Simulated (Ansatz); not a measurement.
Results of r²SCAN-D4 in Ansatz (PAW) for 1T (CdI2-type) MnBr2.

Input file:

Ansatz 0.2 input:
```yaml
crystal:
  lattice:
    - [3.7979072657, 0.0, 0.0]
    - [-1.8989536329, 3.2890841733, 0.0]
    - [0.0, 0.0, 6.219367786]
  atoms:
    - { symbol: Mn, position: [0.0, 0.0, 0.0], spin: 4.0 }
    - { symbol: Br, position: [0.3333333333, 0.6666666667, 0.2394785216], spin: 0.0 }
    - { symbol: Br, position: [0.6666666667, 0.3333333333, 0.7605214784], spin: 0.0 }
basis:
  ecutwfc: 560
  ecutrho_ratio: 4
  xc_grid: 3
kpoints:
  mp_grid: { grid: [12, 12, 6] }
hamiltonian:
  xc: r2scan
  dispersion: d4
  pseudopotentials: { kind: paw }
scf:
  occupations: { method: fermi_dirac, width: 0.01 }
output:
  forces: true
  stress: true
  eigenvalues: true
magnetization:
  spin_polarized: true
relax:
  f_tol: 0.004
  escape_saddle: false
  max_steps: 80
  cell: { stress_tol: 0.02, fix: [volume] }
```

From the output:

```
Relaxation: its limit of steps is 80 (relax.max_steps)
Crystal: 3 atoms, lattice volume = 77.690 Å³
Basis set: ecut = 560 eV, 2335 PW (Γ), exchange–correlation on 90×90×150 points (27 copies of the dense FFT grid, shifted against one another)
Bands: 21, of which v1, the nominal top of the filled ones, is band 15 counted from 1 (14 counted from 0)
Symmetry: 12 space group operations
Space group: P-3m1 (ITA 164), of the structure as read, at distance tolerance 4.3e-5 Å
k-points: 100 of 864
Initial density: superposition of atomic densities (chi_scale 0.1, normalization cell, long waves kept (reshape's long-wave potential 0.18 eV rms))
Functional: x = r2scan, c = r2scan; τ floored in thin density (d = 2e-4 eV/Å³)
spin=Collinear: Kerker preconditioning applied to the charge; magnetization (m = ρ↑ − ρ↓) channel mixes plain (no charge-response kernel on spin).
spin=Collinear: Resta preconditioning applied to the charge; magnetization (m = ρ↑ − ρ↓) channel mixes plain (no charge-response kernel on spin).
SCF 1 converged in 14 iterations: F = -9493.716330 eV  dr2 = 8.45e-8
Crystal: 3 atoms, lattice volume = 77.690 Å³
Basis set: ecut = 560 eV, 2321 PW (Γ), exchange–correlation on 90×90×150 points (27 copies of the dense FFT grid, shifted against one another)
Initial density: handed on by an earlier stage of this run
  ...
Basis set: ecut = 560 eV, 2333 PW (Γ), exchange–correlation on 90×90×150 points (27 copies of the dense FFT grid, shifted against one another)
spin=Collinear: Resta preconditioning applied to the charge; magnetization (m = ρ↑ − ρ↓) channel mixes plain (no charge-response kernel on spin).
SCF 3 converged in 15 iterations: F = -9493.727428 eV  dr2 = 1.21e-12
Crystal: 3 atoms, lattice volume = 77.690 Å³
spin=Collinear: Resta preconditioning applied to the charge; magnetization (m = ρ↑ − ρ↓) channel mixes plain (no charge-response kernel on spin).
SCF 4 converged in 6 iterations: F = -9493.727635 eV  dr2 = 9.66e-9
Crystal: 3 atoms, lattice volume = 77.690 Å³
spin=Collinear: Resta preconditioning applied to the charge; magnetization (m = ρ↑ − ρ↓) channel mixes plain (no charge-response kernel on spin).
SCF 5 converged in 6 iterations: F = -9493.727657 eV  dr2 = 1.27e-9
Crystal: 3 atoms, lattice volume = 77.690 Å³
Basis set: ecut = 560 eV, 2333 PW (Γ), exchange–correlation on 90×90×144 points (27 copies of the dense FFT grid, shifted against one another)
spin=Collinear: Resta preconditioning applied to the charge; magnetization (m = ρ↑ − ρ↓) channel mixes plain (no charge-response kernel on spin).
SCF 6 converged in 11 iterations: F = -9493.727662 eV  dr2 = 1.63e-12
SCF converged after 11 iterations
Magnetization: 5.0000 μB (17.0000 up, 12.0000 down)
Free energy (F): -9493.727662 eV
Internal energy: -9493.727662 eV  (E = F + TS)
E sigma→0 (E₀):  -9493.727662 eV
Fermi energy:    6.100273 eV
--- Forces (eV/Å), atoms counted from 1 ---
  atom   1  Mn    -0.00000000     0.00000000     0.00000000
  atom   2  Br    -0.00000000    -0.00000000     0.00022161
  atom   3  Br     0.00000000     0.00000000    -0.00022161
--- Stress (GPa, compression-positive) ---
        0.882792       0.000000      -0.000000
        0.000000       0.882792       0.000000
       -0.000000       0.000000       0.875808
  P = ⅓ Tr σ = 0.8805 GPa (8.805 kbar)
```

The cell is one volume of an energy–volume scan, off the minimum.

The PAW data were made under PBE.

The run is spin-polarised with parallel starting moments, which need not be the measured order.

Note: the magnetic order was assumed, not searched for or taken from measurement.

Ansatz is a quantum-chemistry and plane-wave program.
